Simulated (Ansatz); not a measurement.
Ge2Sb2Te5 (model structure, started from the Ge2Sb2Te5-Kooi type, P-3m1, No. 164, 9 atoms in the cell), treated with r²SCAN (PAW; Ansatz, a program for electronic structure).

Run with plane-wave cutoff 560 eV, 12×12×2 k mesh (along the axes of the cell as run), Fermi–Dirac smearing 0.01 eV, scalar-relativistic PAW data made under PBE.

Cell (relaxed at this level):

Space group P-3m1 (No. 164); a = 4.2689 Å, b = 4.2689 Å, c = 17.5766 Å, α = 90.00°, β = 90.00°, γ = 120.00°

```
atom  site  symmetry       x       y       z
----  ----  --------  ------  ------  ------
Te      1a      -3m.  0.0000  0.0000  0.0000
Ge      2d       3m.  0.6667  0.3333  0.0979
Te      2d       3m.  0.3333  0.6667  0.1935
Sb      2c       3m.  0.0000  0.0000  0.3089
Te      2d       3m.  0.6667  0.3333  0.4057
```

Q: Give the computed band gap and smallest direct gap on the k points sampled.

A: 
band gap: 0.52 eV
smallest direct gap on the k points sampled: 0.54 eV

Note: the relaxation could raise the start's symmetry but not lower it, so the cell can be a saddle point; the cell has widely spaced layers and the level no dispersion term, so their spacing and the moduli can rest on weak binding.

Spin–orbit coupling is not included; with these elements it can move the gap by several tenths of an eV or more.

Computed values are for the static lattice.

A model structure was made by putting elements into a prototype or built by hand; it is no filed structure, need not be a known phase, and can be a saddle point held by its symmetry.
